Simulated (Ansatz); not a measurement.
## A computed series for GaSb: pressure series

The reference is GaSb in the zinc blende structure (space group F-43m, No. 216; a = 6.134 Å).

Cell and atoms are relaxed at each pressure.

The values are results of DFT with r2SCAN, PAW potentials and a 500 eV plane-wave cutoff in Ansatz (an electronic-structure program), without spin-orbit coupling, earlier PAW set, not measurements.

| P (GPa) | V (Å³/atom) |
|---|---|
| -2.01 | 30.078 |
| -1.01 | 29.424 |
| 0.30 | 28.684 |
| 0.70 | 28.479 |
| 1.49 | 28.094 |
| 3.00 | 27.434 |
| 4.99 | 26.674 |
| 7.49 | 25.861 |
| 9.99 | 25.160 |

Problem. Fit a third-order Birch–Murnaghan equation of state.

Solution. Least squares on P(V) = (3B₀/2)[(V₀/V)^(7/3) − (V₀/V)^(5/3)]·[1 + (3/4)(B₀′ − 4)((V₀/V)^(2/3) − 1)] gives V₀ = 28.85 Å³/atom, B₀ = 53 GPa and B₀′ = 4.7.

Measured bulk modulus of GaSb: 57 GPa (temperature not stated; as listed in Cormac Toher et al., Physical Review Materials (2017)); the computed value is for a static lattice, so the two differ by thermal effects too.

Load acts through the strain it causes; cell and atoms are relaxed under it. No phonon test of stability was made. Tetrahedral semiconductors of this kind turn to denser phases somewhere between about 1 and 50 GPa; those were not computed, so compressed cells here can lie past the real transition.
